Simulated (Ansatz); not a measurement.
Consider TiN in the rock salt structure (space group Fm-3m, No. 225).

```
CELL_PARAMETERS angstrom
      0.00000     2.11625     2.11625
      2.11625     0.00000     2.11625
      2.11625     2.11625     0.00000
ATOMIC_POSITIONS crystal
  N  0.00000 0.00000 0.00000
  Ti 0.50000 0.50000 0.50000
```

Method: DFT with r2SCAN, PAW potentials and a 500 eV plane-wave cutoff in Ansatz (a first-principles code), without spin-orbit coupling.

Before the change:

The lattice parameter a is 7.998 bohr.

It is then changed as follows: a hydrostatic pressure of 0.9 GPa.

Question: What does the calculation give for the lattice parameter a after the change?

Answer: The lattice parameter a drops by 0.008 bohr, from 7.998 bohr to 7.990 bohr.

Load acts through the strain it causes; cell and atoms are relaxed under it. Whether these cells are dynamically stable was not tested. The final runs are not spin-polarised. An odd electron count without spin: TiN.
